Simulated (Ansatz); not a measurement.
Inside the gap of an insulator the Bloch states are evanescent, with a wavenumber k + iκ along the transport direction.

Consider the following.

```
CELL_PARAMETERS angstrom
      4.10266     0.00000     0.00000
      0.00000     5.64325     0.00000
      0.00000     2.82162     2.82162
ATOMIC_POSITIONS crystal
  Ba 0.41746 0.50000 0.00000
  Ti 0.89996 0.00000 0.00000
  O  0.93578 0.00000 0.50000
  O  0.93578 0.50000 0.50000
  O  0.45103 0.00000 0.00000
```

The cell is taken as given; by r2SCAN it stands under a pressure of -1.8 GPa.

Transport runs along the normal of the first two printed cell vectors, the (110) plane of the conventional cell.

The gap is the functional's own, uncorrected, and κ follows it; spin-orbit coupling is left out. Mid-gap means the computed energy nearest the middle.

Q: Compute, with r2SCAN (Ansatz, a quantum-chemistry and plane-wave program), the band gap and the smallest decay constant κ at mid-gap.

A: Gap 2.19 eV on a 8×10×10 mesh; κ = 0.254 1/Å, at the zone centre.
